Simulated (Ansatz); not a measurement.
**GaSb, pressure series**

Start from GaSb in the zinc blende structure (space group F-43m, No. 216; a = 6.132 Å).

Cell and atoms are relaxed at each pressure.

Computed with r2SCAN, PAW, 500 eV (Ansatz, a first-principles code; no SOC).

**Question.** Only one of these has a direct gap. Which?
(A) pressure 60 GPa
(B) pressure 9 GPa
(C) pressure −2 GPa

**Answer.** C, pressure −2 GPa. Computed: pressure −2 GPa: direct at Γ; pressure 60 GPa: indirect, Γ → Γ–X (80 % along); pressure 9 GPa: indirect, Γ → Γ–X (79 % along)

Spin-orbit coupling, missing from the scalar runs, can matter with Sb. Load acts through the strain it causes; cell and atoms are relaxed under it. No phonon test of stability was made. Tetrahedral semiconductors of this kind turn to denser phases somewhere between about 1 and 50 GPa; those were not computed, so compressed cells here can lie past the real transition.
